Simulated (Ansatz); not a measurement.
Consider Mg$_{2}$Ge in the anti-fluorite structure (space group Fm-3m, No. 225; a = 6.3644 Å). Axes: x, y, z lie along the cube axes.

Level of theory: DFT with PBEsol, PAW potentials and a 420 eV plane-wave cutoff in Ansatz (an electronic-structure program), no SOC.

Before the change:

| Quantity | Result |
|---|---|
| Band gap | 0.08 eV |

Modification: compressive biaxial strain of 2.08 % in the plane normal to [111], as in epitaxy on a mismatched substrate; the out-of-plane cell vector and the atoms relax.

**Question.** What does the calculation give for the band gap and energy relative to the base after the change?

**Answer.** The band gap becomes zero (base: 0.08 eV); the energy goes up by 7.6 meV/atom.

No phonon test of stability was made. The final runs are not spin-polarised. The zero or small gap of Mg2Ge can change with the level of theory.
